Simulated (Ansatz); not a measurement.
The starting structures come from a database of crystals and need not be the phases stable at ambient conditions.

 Where the default PAW files enter, the runs use the earlier of Ansatz's two default sets.

By PBEsol, the system below comes out a metal.

Without scattering a metal conducts by its projected Fermi surface.

Data:

```
CoSn
1.0
    4.27134     0.00000     0.00000
    0.00000     5.35096     0.00000
    0.00000    -2.67548     4.63407
Co Sn
3 3
Direct
  0.00000   0.50000   0.00000
  0.00000   0.00000   0.50000
  0.00000   0.50000   0.50000
  0.50000   0.33333   0.66667
  0.50000   0.66667   0.33333
  0.00000   0.00000   0.00000
```

Space group of this cell: P6/mmm. The cell is strained (all lengths scaled by 1.02); by PBEsol its mean pressure is -9.0 GPa.

The current flows along the normal of the first two printed cell vectors, the (100) plane of the conventional cell. No spin-orbit coupling; the value is a mean over 0.1 eV about the Fermi level.

### Question
Estimate the ballistic conductance per area that PBEsol (Ansatz, an electronic-structure program) returns for this system.

### Answer
0.18 × 10¹⁵ S/m² for both spins.
